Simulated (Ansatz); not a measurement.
The reference is AlN in the wurtzite structure (space group P6_3mc, No. 186).

```
CELL_PARAMETERS angstrom
      3.10656     0.00000     0.00000
     -1.55328     2.69036     0.00000
      0.00000     0.00000     4.97805
ATOMIC_POSITIONS crystal
  Al 0.33333 0.66667 0.99658
  Al 0.66667 0.33333 0.49658
  N  0.33333 0.66667 0.37822
  N  0.66667 0.33333 0.87822
```

Cartesian axes are those of the cell as printed.

Method: r2SCAN (Ansatz, a program for electronic structure; PAW; 500 eV plane waves; scalar-relativistic without spin-orbit coupling), earlier PAW set.

Modification: uniaxial strain ε_yy = +2.37 %, all other strain components held at zero; the atoms relax in the strained cell.

Question: Predict the stress tensor and what it implies for the stiffness.

Answer: Stress of the strained cell less that of the base (GPa, compression positive):
```
  -2.92    0.00    0.00
   0.00   -9.34    0.00
   0.00    0.00   -2.40
```

Then −Δσ_ii/ε with ε = 0.0237 gives secant stiffness values (nonlinear terms included at this strain): C22 ≈ 394 GPa, C12 ≈ 123 GPa and C23 ≈ 101 GPa.

As a check, the harmonic strain energy −½ V₀ Δσ:ε is 7.2 meV/atom; the computed energy rise is 7.3 meV/atom.

Whether these cells are dynamically stable was not tested.
